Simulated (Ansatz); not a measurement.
TiSi (model structure, started from the TiAs type, P6₃/mmc, No. 194, 8 atoms in the cell): properties by level of theory

```
level (code)         lattice constant a (Å)  c axis length (Å)
-------------------  ----------------------  -----------------
PBE (Ansatz)                          3.453             12.864
PBEsol (Ansatz)                       3.401             12.829
PBE-D3(BJ) (Ansatz)                   3.384             12.818
```

Ansatz's density-functional and Hartree–Fock values are scalar-relativistic unless marked +SOC, with PAW data made under PBE.

The computed numbers hold no vibrational or temperature effects.

A model structure was made by putting elements into a prototype or built by hand; it is no filed structure, need not be a known phase, and can be a saddle point held by its symmetry.

Ansatz is a program for electronic structure.
